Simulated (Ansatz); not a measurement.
ZrTa (model structure, Fm-3m, No. 225, 2 atoms in the cell), treated with PBEsol (PAW; Ansatz, a first-principles code).

Settings: plane-wave cutoff 520 eV, 18×18×18 k mesh, Fermi–Dirac smearing 0.05 eV, scalar-relativistic PAW data made under PBE.

Cell (relaxed at this level):

```yaml
crystal:
  lattice:
    - [0.00000, 2.78849, 2.78849]
    - [2.78849, 0.00000, 2.78849]
    - [2.78849, 2.78849, 0.00000]
  atoms:
    - { symbol: Ta, position: [0.00000, 0.00000, 0.00000] }
    - { symbol: Zr, position: [0.50000, 0.50000, 0.50000] }
```

Question: Predict the bulk modulus.

Answer: 
- bulk modulus: 105 GPa

The run finds no gap.

Note: the bulk modulus is −V dP/dV from two relaxed cells at ±2 % in volume; the relaxation could raise the start's symmetry but not lower it, so the cell can be a saddle point.

Spin–orbit coupling is not included.

A model structure was made by putting elements into a prototype or built by hand; it is no filed structure, need not be a known phase, and can be a saddle point held by its symmetry.
